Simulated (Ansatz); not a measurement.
The cell is built on a prototype and need not be the phase stable at ambient conditions.

Inside the gap of an insulator the Bloch states are evanescent, with a wavenumber k + iκ along the transport direction.

Here is the system:

```
CELL_PARAMETERS angstrom
      3.41289     0.00000     0.00000
      0.00000     6.54112     0.00000
      0.00000     0.00000     5.68210
ATOMIC_POSITIONS crystal
  B  0.75000 0.16102 0.40151
  B  0.25000 0.33898 0.90151
  B  0.25000 0.83898 0.59849
  B  0.75000 0.66102 0.09849
  As 0.75000 0.83559 0.39163
  As 0.25000 0.66441 0.89163
  As 0.25000 0.16441 0.60837
  As 0.75000 0.33559 0.10837
```

Space group of this cell: Pnma. The cell was relaxed by PBE-D3(BJ); by r2SCAN its mean pressure is 1.0 GPa.

Transport runs along the normal of the first two printed cell vectors.

No gap correction and no spin-orbit coupling; mid-gap values are interpolated between computed energies.

Task: Compute, with r2SCAN (Ansatz, a first-principles code), the band gap and the smallest decay constant κ at mid-gap.

Result: Gap 0.53 eV on a 10×6×6 mesh; κ = 0.167 1/Å, at the zone centre.
